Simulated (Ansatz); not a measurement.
We consider rutile MgH2, described by PBE-D3(BJ) (PAW; Ansatz, an electronic-structure program).

Numerical settings: plane-wave cutoff 500 eV, 8×8×10 k mesh (along the axes of the cell as run), gaussian smearing 0.02 eV, scalar-relativistic PAW data made under PBE.

Cell (relaxed at this level):

Space group P4₂/mnm (No. 136); a = 4.4342 Å, b = 4.4342 Å, c = 2.9883 Å, α = 90.00°, β = 90.00°, γ = 90.00°

| atom | site | symmetry | x | y | z |
|---|---|---|---|---|---|
| Mg | 2a | m.mm | 0.0000 | 0.0000 | 0.0000 |
| H | 4f | m.2m | 0.3043 | 0.3043 | 0.0000 |

Q: What does this level give for the band gap?

A: 
band gap: 3.78 eV (on the SCF k mesh)

The computed numbers hold no vibrational or temperature effects.

Cost on a shared machine: around 17 core-seconds (rough).
